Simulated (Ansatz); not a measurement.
A set of related cells and their Bader charge of O.

Cell A: a slab of BAs (zinc blende, F-43m) cut along (110), 65 atoms, rectangular cell of 13.60 × 9.62 Å (130.8 Å²), symmetry Pm within 0.02 Å, 6.6 Å thick under 16 Å of vacuum, in-plane vectors held at the crystal's; planes from bottom to top: As8 | B8 | B8As8 × 2 | B7 | BAs8 | O, its two faces unlike (dipole correction applied); added, foreign or displaced atoms, above the top plane and within the planes: two times B bound to 3 As at 2.01–2.05 Å; O bound to 1 B at 1.26 Å; spin state with PBE: net moment 0.0 μB a cell, k-point mesh 2×3×1.
```yaml
crystal:
  lattice:
    - [13.60283, 0.00000, 0.00000]
    - [0.00000, 9.61865, 0.00000]
    - [0.00000, 0.00000, 22.47822]
  atoms:
    - { symbol: B, position: [0.43809, 0.14665, 0.37234] }
    - { symbol: B, position: [0.31252, 0.36754, 0.42935] }
    - { symbol: B, position: [0.06250, 0.36801, 0.42916] }
    - { symbol: B, position: [0.18760, 0.14778, 0.37240] }
    - { symbol: As, position: [0.18767, 0.99173, 0.43157] }
    - { symbol: As, position: [0.31284, 0.25031, 0.34771] }
    - { symbol: As, position: [0.06250, 0.25139, 0.34749] }
    - { symbol: As, position: [0.43771, 0.99092, 0.43162] }
    - { symbol: B, position: [0.18788, 0.11914, 0.50847] }
    - { symbol: B, position: [0.06250, 0.39730, 0.56497] }
    - { symbol: B, position: [0.31478, 0.39946, 0.56522] }
    - { symbol: B, position: [0.43831, 0.11788, 0.50873] }
    - { symbol: As, position: [0.43738, 0.00050, 0.58986] }
    - { symbol: As, position: [0.06250, 0.24128, 0.50616] }
    - { symbol: As, position: [0.31319, 0.24187, 0.50642] }
    - { symbol: As, position: [0.18756, 0.00127, 0.58979] }
    - { symbol: B, position: [0.43776, 0.64651, 0.37334] }
    - { symbol: B, position: [0.31264, 0.86890, 0.42953] }
    - { symbol: B, position: [0.06250, 0.86977, 0.42973] }
    - { symbol: B, position: [0.18755, 0.64770, 0.37271] }
    - { symbol: As, position: [0.18748, 0.49001, 0.43108] }
    - { symbol: As, position: [0.31287, 0.75039, 0.34825] }
    - { symbol: As, position: [0.06250, 0.75189, 0.34820] }
    - { symbol: As, position: [0.43762, 0.48881, 0.43178] }
    - { symbol: B, position: [0.18724, 0.61735, 0.50769] }
    - { symbol: B, position: [0.06250, 0.89774, 0.56500] }
    - { symbol: B, position: [0.31244, 0.89701, 0.56482] }
    - { symbol: B, position: [0.43674, 0.61469, 0.50862] }
    - { symbol: As, position: [0.43116, 0.51378, 0.59172] }
    - { symbol: As, position: [0.06250, 0.74142, 0.50598] }
    - { symbol: As, position: [0.31197, 0.74084, 0.50602] }
    - { symbol: As, position: [0.18691, 0.50561, 0.59038] }
    - { symbol: B, position: [0.93740, 0.14778, 0.37240] }
    - { symbol: B, position: [0.81248, 0.36754, 0.42935] }
    - { symbol: B, position: [0.56250, 0.36620, 0.43164] }
    - { symbol: B, position: [0.68691, 0.14665, 0.37234] }
    - { symbol: As, position: [0.68729, 0.99092, 0.43162] }
    - { symbol: As, position: [0.81216, 0.25031, 0.34771] }
    - { symbol: As, position: [0.56250, 0.25158, 0.34820] }
    - { symbol: As, position: [0.93733, 0.99173, 0.43157] }
    - { symbol: B, position: [0.68669, 0.11788, 0.50873] }
    - { symbol: B, position: [0.56250, 0.34452, 0.59001] }
    - { symbol: B, position: [0.81022, 0.39946, 0.56522] }
    - { symbol: B, position: [0.93712, 0.11914, 0.50847] }
    - { symbol: As, position: [0.93744, 0.00127, 0.58979] }
    - { symbol: As, position: [0.56250, 0.24288, 0.50737] }
    - { symbol: As, position: [0.81181, 0.24187, 0.50642] }
    - { symbol: As, position: [0.68762, 0.00050, 0.58986] }
    - { symbol: B, position: [0.93745, 0.64770, 0.37271] }
    - { symbol: B, position: [0.81236, 0.86890, 0.42953] }
    - { symbol: B, position: [0.56250, 0.86754, 0.43034] }
    - { symbol: B, position: [0.68724, 0.64651, 0.37334] }
    - { symbol: As, position: [0.68738, 0.48881, 0.43178] }
    - { symbol: As, position: [0.81213, 0.75039, 0.34825] }
    - { symbol: As, position: [0.56250, 0.75049, 0.34855] }
    - { symbol: As, position: [0.93752, 0.49001, 0.43108] }
    - { symbol: B, position: [0.68826, 0.61469, 0.50862] }
    - { symbol: B, position: [0.56250, 0.89638, 0.56514] }
    - { symbol: B, position: [0.81256, 0.89701, 0.56482] }
    - { symbol: B, position: [0.93776, 0.61735, 0.50769] }
    - { symbol: As, position: [0.93809, 0.50561, 0.59038] }
    - { symbol: As, position: [0.56250, 0.73876, 0.50675] }
    - { symbol: As, position: [0.81303, 0.74084, 0.50602] }
    - { symbol: As, position: [0.69384, 0.51378, 0.59172] }
    - { symbol: O, position: [0.56250, 0.28456, 0.63999] }
```

Cell B: a slab of BAs (zinc blende, F-43m) cut along (110), 65 atoms, rectangular cell of 13.60 × 9.62 Å (130.8 Å²), symmetry Pm within 0.02 Å, 6.5 Å thick under 16 Å of vacuum, in-plane vectors held at the crystal's; planes from bottom to top: As8 | B8 | B8As8 × 3 | O, its two faces unlike (dipole correction applied); added, foreign or displaced atoms, above the top plane: O bound to 1 As at 1.68 Å; spin state with PBE: run without spin, k-point mesh 2×3×1.
```
CELL_PARAMETERS angstrom
     13.60283     0.00000     0.00000
      0.00000     9.61865     0.00000
      0.00000     0.00000    22.77760
ATOMIC_POSITIONS crystal
  B  0.43750 0.14260 0.36821
  B  0.31196 0.36384 0.42339
  B  0.06246 0.36458 0.42511
  B  0.18712 0.14306 0.36852
  As 0.18741 0.98764 0.42709
  As 0.31205 0.24525 0.34338
  As 0.06226 0.24723 0.34447
  As 0.43750 0.98744 0.42692
  B  0.18762 0.11516 0.50291
  B  0.06236 0.39416 0.55914
  B  0.30783 0.39386 0.55978
  B  0.43750 0.11647 0.50292
  As 0.43750 0.99654 0.58232
  As 0.06263 0.23732 0.50107
  As 0.31245 0.23899 0.50017
  As 0.18833 0.99585 0.58307
  B  0.43750 0.64533 0.36742
  B  0.31208 0.86553 0.42495
  B  0.06267 0.86510 0.42559
  B  0.18743 0.64459 0.36871
  As 0.18743 0.48670 0.42647
  As 0.31195 0.74898 0.34417
  As 0.06237 0.74836 0.34482
  As 0.43750 0.48444 0.42290
  B  0.18800 0.61344 0.50252
  B  0.06280 0.89358 0.55885
  B  0.31335 0.89098 0.55883
  B  0.43750 0.61481 0.49615
  As 0.43750 0.49638 0.57598
  As 0.06274 0.73624 0.50105
  As 0.31271 0.73601 0.49994
  As 0.18586 0.49947 0.58526
  B  0.93750 0.14341 0.36893
  B  0.81254 0.36458 0.42511
  B  0.56304 0.36384 0.42339
  B  0.68788 0.14306 0.36852
  As 0.68759 0.98764 0.42709
  As 0.81274 0.24723 0.34447
  As 0.56295 0.24525 0.34338
  As 0.93750 0.98703 0.42721
  B  0.68738 0.11516 0.50291
  B  0.56717 0.39386 0.55978
  B  0.81264 0.39416 0.55914
  B  0.93750 0.11550 0.50267
  As 0.93750 0.99729 0.58283
  As 0.56255 0.23899 0.50017
  As 0.81237 0.23732 0.50107
  As 0.68667 0.99585 0.58307
  B  0.93750 0.64425 0.36912
  B  0.81233 0.86510 0.42559
  B  0.56292 0.86553 0.42495
  B  0.68757 0.64459 0.36871
  As 0.68757 0.48670 0.42647
  As 0.81263 0.74836 0.34482
  As 0.56305 0.74898 0.34417
  As 0.93750 0.48661 0.42675
  B  0.68700 0.61344 0.50252
  B  0.56165 0.89098 0.55883
  B  0.81220 0.89358 0.55885
  B  0.93750 0.61464 0.50234
  As 0.93750 0.49809 0.58295
  As 0.56229 0.73601 0.49994
  As 0.81226 0.73624 0.50105
  As 0.68914 0.49947 0.58526
  O  0.43750 0.61735 0.62926
```

Cell C: a slab of BAs (zinc blende, F-43m) cut along (110), 65 atoms, rectangular cell of 13.60 × 9.62 Å (130.8 Å²), symmetry P1 within 0.02 Å, 6.0 Å thick under 16 Å of vacuum, in-plane vectors held at the crystal's; planes from bottom to top: As8 | B8 | B8As8 × 2 | B8As8O; added, foreign or displaced atoms, above the top plane and within the planes: B bound to 3 As at 2.00–2.02 Å; BAsO bound through O to 1 B at 1.33 Å; B bound to 3 As at 2.01–2.05 Å; B bound to 3 As at 2.01–2.02 Å; spin state with PBE: run without spin, k-point mesh 2×3×1.
```yaml
crystal:
  lattice:
    - [13.60283, 0.00000, 0.00000]
    - [0.00000, 9.61865, 0.00000]
    - [0.00000, 0.00000, 22.17649]
  atoms:
    - { symbol: B, position: [0.43831, 0.14661, 0.37908] }
    - { symbol: B, position: [0.31271, 0.36731, 0.43719] }
    - { symbol: B, position: [0.06298, 0.36674, 0.43498] }
    - { symbol: B, position: [0.18798, 0.14731, 0.37820] }
    - { symbol: As, position: [0.18801, 0.99078, 0.43797] }
    - { symbol: As, position: [0.31339, 0.25108, 0.35435] }
    - { symbol: As, position: [0.06303, 0.24994, 0.35207] }
    - { symbol: As, position: [0.43793, 0.99131, 0.43959] }
    - { symbol: B, position: [0.18809, 0.11813, 0.51608] }
    - { symbol: B, position: [0.05850, 0.39682, 0.57116] }
    - { symbol: B, position: [0.30148, 0.40210, 0.57428] }
    - { symbol: B, position: [0.43902, 0.12019, 0.51775] }
    - { symbol: As, position: [0.43793, 0.99837, 0.59896] }
    - { symbol: As, position: [0.06251, 0.23896, 0.51273] }
    - { symbol: As, position: [0.31265, 0.24220, 0.51588] }
    - { symbol: As, position: [0.18695, 0.99969, 0.59851] }
    - { symbol: B, position: [0.43821, 0.64548, 0.38064] }
    - { symbol: B, position: [0.31330, 0.86902, 0.43654] }
    - { symbol: B, position: [0.06276, 0.86913, 0.43483] }
    - { symbol: B, position: [0.18814, 0.64672, 0.37812] }
    - { symbol: As, position: [0.18764, 0.48924, 0.43723] }
    - { symbol: As, position: [0.31398, 0.74968, 0.35445] }
    - { symbol: As, position: [0.06344, 0.75024, 0.35257] }
    - { symbol: As, position: [0.43815, 0.48741, 0.44015] }
    - { symbol: B, position: [0.18560, 0.61952, 0.51382] }
    - { symbol: B, position: [0.06218, 0.89657, 0.57272] }
    - { symbol: B, position: [0.31218, 0.89607, 0.57380] }
    - { symbol: B, position: [0.43607, 0.61316, 0.51840] }
    - { symbol: As, position: [0.41018, 0.52410, 0.60616] }
    - { symbol: As, position: [0.06161, 0.74166, 0.51212] }
    - { symbol: As, position: [0.31162, 0.73968, 0.51404] }
    - { symbol: As, position: [0.17800, 0.50575, 0.59728] }
    - { symbol: B, position: [0.93755, 0.14649, 0.37686] }
    - { symbol: B, position: [0.81318, 0.36622, 0.43480] }
    - { symbol: B, position: [0.56341, 0.36506, 0.43654] }
    - { symbol: B, position: [0.68710, 0.14485, 0.37745] }
    - { symbol: As, position: [0.68787, 0.98782, 0.43720] }
    - { symbol: As, position: [0.81212, 0.24869, 0.35201] }
    - { symbol: As, position: [0.56248, 0.24988, 0.35277] }
    - { symbol: As, position: [0.93747, 0.98966, 0.43642] }
    - { symbol: B, position: [0.68959, 0.11630, 0.51422] }
    - { symbol: B, position: [0.57887, 0.37261, 0.58588] }
    - { symbol: B, position: [0.81558, 0.39724, 0.57226] }
    - { symbol: B, position: [0.93796, 0.11665, 0.51433] }
    - { symbol: As, position: [0.93734, 0.00032, 0.59749] }
    - { symbol: As, position: [0.56578, 0.23922, 0.51293] }
    - { symbol: As, position: [0.81377, 0.23982, 0.51264] }
    - { symbol: As, position: [0.68813, 0.00021, 0.59735] }
    - { symbol: B, position: [0.93819, 0.64596, 0.37709] }
    - { symbol: B, position: [0.81281, 0.86647, 0.43469] }
    - { symbol: B, position: [0.56205, 0.86654, 0.43815] }
    - { symbol: B, position: [0.68789, 0.64548, 0.37855] }
    - { symbol: As, position: [0.68809, 0.48766, 0.43755] }
    - { symbol: As, position: [0.81258, 0.74822, 0.35226] }
    - { symbol: As, position: [0.56219, 0.74983, 0.35502] }
    - { symbol: As, position: [0.93793, 0.48881, 0.43643] }
    - { symbol: B, position: [0.68905, 0.61404, 0.51555] }
    - { symbol: B, position: [0.56292, 0.89518, 0.57371] }
    - { symbol: B, position: [0.81267, 0.89593, 0.57244] }
    - { symbol: B, position: [0.93757, 0.61793, 0.51392] }
    - { symbol: As, position: [0.93778, 0.50205, 0.59747] }
    - { symbol: As, position: [0.56273, 0.73543, 0.51579] }
    - { symbol: As, position: [0.81239, 0.73938, 0.51257] }
    - { symbol: As, position: [0.69677, 0.50417, 0.59964] }
    - { symbol: O, position: [0.50364, 0.38242, 0.62378] }
```

Computed with Ansatz (plane waves, PAW), its default PAW set, cutoff 420 eV. The structures are at rest with PBE, within the held lattices. Neutral cells; Fermi-Dirac smearing of at most 0.05 eV in the solids, energies taken to zero width. Larger cells are relaxed from a start prepared with the learned potential CHGNet, on a coarser mesh till forces fall under 0.03 eV/Å, which some starts already meet. Cells are local rest points, mostly with their start's symmetry. No search over spin orders was made beyond those shown. No correction for cell size. A dispersion term ran beside these levels; it doesn't touch the electrons. Electrons of density maxima off the nuclei are shared among the atoms. Mean over the atoms, with the range where they differ; positive means electrons lost.

**Question.** What does PBE give for the Bader charge of O of each cell (e)?

**Answer.** 
```
cell    PBE
----  -----
A     -1.31
B     -1.05
C     -1.40
```

With PBE the value is lowest for C and highest for B.

Ansatz is a first-principles code.
